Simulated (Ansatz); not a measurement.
The cell is made up: elements placed on another compound's structure type, so the phase may be hypothetical.

By r2SCAN, the system below comes out a metal.

Input:

```
CELL_PARAMETERS angstrom
      3.16796     0.00000     0.00000
      0.00000     5.85427     0.00000
      1.58398     2.92713     1.58398
ATOMIC_POSITIONS crystal
  Nb 0.00000 0.00000 0.00000
  C  0.00000 0.38359 0.00000
  C  0.00000 0.61641 0.00000
```

Space group of this cell: I4/mmm. The cell was relaxed by PBE-D3(BJ); by r2SCAN its mean pressure is 5.2 GPa.

The current flows along the normal of the first two printed cell vectors. No spin-orbit coupling; the value is a mean over 0.1 eV about the Fermi level.

### Question
Give the ballistic conductance per area that r2SCAN (Ansatz, a program for electronic structure) yields.

### Answer
1.7 × 10¹⁵ S/m² for both spins.
